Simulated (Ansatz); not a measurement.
SiO2, response to strain

Base system: SiO2 in the rutile structure (space group P4_2/mnm, No. 136).

```yaml
crystal:
  lattice:
    - [4.19450, 0.00000, 0.00000]
    - [0.00000, 4.19450, 0.00000]
    - [0.00000, 0.00000, 2.67848]
  atoms:
    - { symbol: Si, position: [0.00000, 0.00000, 0.00000] }
    - { symbol: Si, position: [0.50000, 0.50000, 0.50000] }
    - { symbol: O, position: [0.30606, 0.30606, 0.00000] }
    - { symbol: O, position: [0.80606, 0.19394, 0.50000] }
    - { symbol: O, position: [0.19394, 0.80606, 0.50000] }
    - { symbol: O, position: [0.69394, 0.69394, 0.00000] }
```

Cartesian axes are those of the cell as printed.

Strains are applied to the cell and any free atomic positions relax; under biaxial strain the out-of-plane vector relaxes too.

Computed with PBEsol (Ansatz, an electronic-structure program), spin-orbit coupling left out.

Candidates:
(a) biaxial strain +1.20 %, plane normal [001], relaxed out of plane
(b) biaxial strain +3.00 %, plane normal [001], relaxed out of plane
(c) biaxial strain +2.40 %, plane normal [001], relaxed out of plane
(d) biaxial strain +0.60 %, plane normal [001], relaxed out of plane
(e) biaxial strain +1.80 %, plane normal [001], relaxed out of plane

Base values:

| Item | Value |
|---|---|
| Band gap | 5.35 eV |

### Question
Order them by band gap, lowest first.

### Answer
(b) biaxial strain +3.00 %, plane normal [001], relaxed out of plane (4.92 eV), (c) biaxial strain +2.40 %, plane normal [001], relaxed out of plane (5.00 eV), (e) biaxial strain +1.80 %, plane normal [001], relaxed out of plane (5.08 eV), (a) biaxial strain +1.20 %, plane normal [001], relaxed out of plane (5.17 eV), (d) biaxial strain +0.60 %, plane normal [001], relaxed out of plane (5.26 eV)

Whether these cells are dynamically stable was not tested.
